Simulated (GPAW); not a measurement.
## Equation of state of diamond-structure Sn (space group 227): energy against volume (GPAW, LDA)

```xyz
2
Lattice="0.0000 3.1183 3.1183 3.1183 0.0000 3.1183 3.1183 3.1183 0.0000" Properties=species:S:1:pos:R:3 pbc="T T T"
Sn     3.1183     3.1183     3.1183
Sn     4.6775     4.6775     4.6775
```

Level of theory: LDA (Perdew-Wang 92), GPAW PAW datasets LDA (gpaw-data 1.0.1) (plane waves; GPAW). Settings: mode = pw; ecut = 585 eV; xc = LDA; kpts = 9 9 9; mesh shift (steps) = 0 0 0; occupations.name = fermi-dirac; occupations.width = 0.01 eV; nbands = -8; convergence.density = 1e-05 e/electron; convergence.energy = 1e-05 eV/electron; convergence.bands = -6; symmetry.symmorphic = false; symmetry.tolerance = 0.0005; maxiter = 120. The cell above is the first row's. The rows scale it uniformly. In all rows fractional positions and the k mesh are held. E is the free energy at the stated smearing, counted from the lowest row.

| V (Å^3/atom) | E (meV/atom) |
|---|---|
| 30.322 | 57.88 |
| 30.981 | 35.80 |
| 31.640 | 19.55 |
| 32.300 | 8.51 |
| 32.959 | 2.16 |
| 33.618 | 0.00 |
| 34.277 | 1.56 |
| 34.936 | 6.36 |
| 35.595 | ? |

Taking the third-order Birch-Murnaghan form, a cubic in V^(-2/3) for E over the 8 complete rows: With u = V^(-2/3) - 0.0981, the rows have u = 0.0047399, 0.0032763, 0.0018637, 0.0004973, -0.0008214, -0.0020969, -0.0033313, -0.0045269. Least squares gives E = 5.637 + 5197.1·u + 1206177·u² + 4879650·u³. Residuals (row less fit): -0.009, 0.017, 0.006, -0.010, -0.019, 0.002, 0.031, -0.016; standard error 0.023 (degrees of freedom: 4). Its minimum lies at u = -0.0021833, so V0 = (0.0959167)^(-3/2) = 33.66. There d²E/du² = 2348000 and d³E/du³ = 2.928e7, so B0 = (4/9) × 33.66^(-7/3) × 2348000 × 0.160218 = 45.7 GPa (the last factor turns the table's units into GPa), and B0' = 4 + (2/3) × 0.0959167 × (2.928e7)/2348000 = 4.8. The program's pressures in the fitted runs (not shown) pass through zero at V = 33.63, 0.09 % from this V0.

Problem. Predict the withheld E at V = 35.595 from the fit, and compare with the calculation.

Solution. u = -0.0056854, so E = 5.637 + 5197.1 × (-0.0056854) + 1206177 × (-0.0056854)² + 4879650 × (-0.0056854)³ = 14.181 meV/atom. The calculation gives 13.93 meV/atom, 0.251 meV/atom below the prediction (0.4 % of the range of E in the table). The row lies outside the fitted rows, so this is an extrapolation. From the scatter of the fitted rows alone, a prediction at this place has a standard error of 0.055 meV/atom, so the miss is 4.5 times that.

Carrying the step between the two nearest rows on in a straight line would have given 11.16, off by 2.77; series whose last step already gives the withheld value aren't shown. The scan was laid around a cell of about the measured size, scaled by a guess for this functional. This is grey tin, the low-temperature phase. The runs keep the symmetry of the cell, so they don't test it for distortions. Cutoffs and mesh are single choices, not tested for convergence of this quantity. Series with a scatter that would blur these digits, or in which a gap closes, are not shown. Nor are scans whose minimum lies at an end fitted in this form.

Terms beyond the fitted order, or numerical noise in single rows, can give a miss of this size; the table doesn't tell which.
